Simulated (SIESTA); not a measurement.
A self-consistent single point of BaNi2P4 (I4/mmm, 7 atoms in the cell) with SIESTA.

Method of the run: GGA PBEsol, numerical atomic orbitals DZP, PseudoDojo PBEsol standard norm-conserving potentials (rewritten from UPF to PSML) (SIESTA 5.4.2).

```yaml
crystal:
  lattice:
    - [-3.26569, 3.26569, 2.88243]
    - [3.26569, -3.26569, 2.88243]
    - [3.26569, 3.26569, -2.88243]
  atoms:
    - { symbol: Ba, position: [0.00000, 0.00000, 0.00000] }
    - { symbol: Ni, position: [0.25000, 0.75000, 0.50000] }
    - { symbol: Ni, position: [0.75000, 0.25000, 0.50000] }
    - { symbol: P, position: [0.74285, 0.50000, 0.24285] }
    - { symbol: P, position: [0.25715, 0.50000, 0.75715] }
    - { symbol: P, position: [0.50000, 0.25715, 0.75715] }
    - { symbol: P, position: [0.50000, 0.74285, 0.24285] }
```

Reference input (self-consistent single point, DFT, LDA PW92, numerical atomic orbitals DZP, PseudoDojo LDA standard norm-conserving potentials (rewritten from UPF to PSML)): XC.functional = LDA; XC.authors = PW92; potentials = PseudoDojo LDA standard; PAO.BasisSize = DZP; PAO.EnergyShift = 0.005 Ry; MeshCutoff = 300 Ry; kgrid.MonkhorstPack = 7 7 7; OccupationFunction = FD; ElectronicTemperature = 1578.21 K; MaxSCFIterations = 150; SCF.Mixer.Method = Pulay; SCF.Mixer.Weight = 0.25. This run's input differs from it in these lines:

```diff
@@ -1,2 +1,2 @@
-# files in the folder: Ba.psml Ni.psml P.psml (PseudoDojo LDA standard)
+# files in the folder: Ba.psml Ni.psml P.psml (PseudoDojo PBEsol standard)
 SystemName  Ba(NiP2)2
@@ -28,4 +28,4 @@
 
-XC.functional                LDA
-XC.authors                   PW92
+XC.functional                GGA
+XC.authors                   PBEsol
 PAO.BasisSize                DZP
```

The program printed (abridged):

```
        iscf     Eharris(eV)        E_KS(eV)     FreeEng(eV)     dDmax    Ef(eV) dHmax(eV)
   scf:    1   -10529.715078   -10612.263433   -10612.479890  1.406037 -3.756657 26.864017
   scf:    2   -10534.231178   -10617.664487   -10617.789139  0.975444 -5.756312 24.377473
   scf:    3   -10649.444929   -10639.059262   -10639.203538  0.381899 -5.122201  5.639775
   scf:    4   -10633.927553   -10639.041534   -10639.209389  0.285699 -4.588068  6.190139
   scf:    5   -10633.021564   -10638.834430   -10638.978417  0.241534 -5.066418  6.547740
   [... 4 lines left out ...]
   scf:   10   -10640.533163   -10640.532444   -10640.688448  0.004127 -4.796048  0.011808
   scf:   11   -10640.532488   -10640.532468   -10640.688453  0.000247 -4.796535  0.000855
   scf:   12   -10640.532463   -10640.532466   -10640.688453  0.000021 -4.796492  0.001950
   scf:   13   -10640.532474   -10640.532470   -10640.688453  0.000042 -4.796573  0.000053
SCF Convergence by DM+H criterion
max |DM_out - DM_in|         :     0.0000422784
max |H_out - H_in|      (eV) :     0.0000532285
SCF cycle converged after 13 iterations

Using DM_out to compute the final energy and forces

siesta: E_KS(eV) =           -10640.5325

siesta: E_KS - E_eggbox =    -10640.5325

siesta: Atomic forces (eV/Ang):
     1   -0.000000   -0.000000   -0.000000
     2   -0.000212    0.000213   -0.000000
     3    0.000213   -0.000212   -0.000000
     4    0.000799    0.543021   -0.001367
     5   -0.000799   -0.543021    0.001366
     6   -0.543021   -0.000799    0.001367
     7    0.543021    0.000799   -0.001366
   Tot    0.000000    0.000000   -0.000000
   Max    0.543021
   Res    0.236995    sqrt( Sum f_i^2 / 3N )
   Max    0.543021    constrained

   [... lines left out ...]
siesta: FreeEng =    -10640.688453
siesta: Cell volume =        122.961151 Ang**3
siesta:          -4.76911807         -4.26566436  kBar
   [... lines left out ...]
              0.187   0.079   0.099   0.091   0.084

mulliken: Qtot =       66.000

Mulliken Atomic Populations:
Atom #   charge [q] valence [e]  Species
     1     0.963073    9.036927  Ba
     2     0.152308   17.847692  Ni
     3     0.152309   17.847691  Ni
     4    -0.316923    5.316923  P
     5    -0.316923    5.316923  P
     6    -0.316922    5.316922  P
     7    -0.316923    5.316923  P
 Total    -0.000000
```

The run converged in 13 iterations. Against the reference run the pressure goes from -3.32 to -0.48 GPa and the largest force goes from 0.644 to 0.543 eV/Å.

The starting cell comes from a database of computed structures (which also holds hypothetical and non-ambient phases and stackings), without a prior relaxation at this level. Spin polarisation is off, so a magnetic state, if there is one, cannot be reached. Values carry the incompleteness of an atom-centred basis.

Cost on one core of a shared machine: roughly 80 s.
